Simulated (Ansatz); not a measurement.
GaAs in the zinc blende structure (space group F-43m, No. 216)

```
CELL_PARAMETERS angstrom
      0.00000     2.82948     2.82948
      2.82948     0.00000     2.82948
      2.82948     2.82948     0.00000
ATOMIC_POSITIONS crystal
  Ga 0.00000 0.00000 0.00000
  As 0.25000 0.25000 0.25000
```

Method: DFT with PBEsol, PAW potentials and a 420 eV plane-wave cutoff in Ansatz (a quantum-chemistry and plane-wave program), no SOC. k-mesh 10×10×10 (Γ-centred); smearing 0.05 eV (Fermi–Dirac).

```yaml
volume_per_atom: 22.65 Å³
density: 5.30 g/cm³
band_gap: 0.42 eV, direct at Γ
electron_mass: 0.025 mₑ
Hole mass (degenerate bands, along [100]): 0.025, 0.34, 0.34 mₑ
Lowest conduction-band minima above the VBM: Γ 0.42 eV; L along ⟨111⟩ 0.92 eV; a point along ⟨100⟩, about 1.0 Å⁻¹ from Γ 1.32 eV
total_energy: -4278.429 eV/atom (σ→0; compares only within this code and set-up)
```

Effective masses come from finite differences of ±0.01 Å⁻¹. No phonon test of stability was made.
